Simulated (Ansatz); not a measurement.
The starting structures come from a database of crystals and need not be the phases stable at ambient conditions.

By PBEsol, the system below comes out a metal.

Without scattering a metal conducts by its projected Fermi surface.

Consider the following.

```
CELL_PARAMETERS angstrom
      4.25967     0.00000     0.00000
     -2.12984     3.68899     0.00000
      2.12984     1.22966     3.47801
ATOMIC_POSITIONS crystal
  In 0.00000 0.00000 0.00000
  Sb 0.00000 0.50000 0.50000
```

Space group of this cell: Fm-3m, rock salt. The cell is strained (all lengths scaled by 0.98).

The current flows along the normal of the first two printed cell vectors, the (111) plane of the conventional cell. No spin-orbit coupling; the value is a mean over 0.1 eV about the Fermi level.

Give the ballistic conductance per area that Ansatz (an electronic-structure program) with PBEsol yields.

0.92 × 10¹⁵ S/m² for both spins.
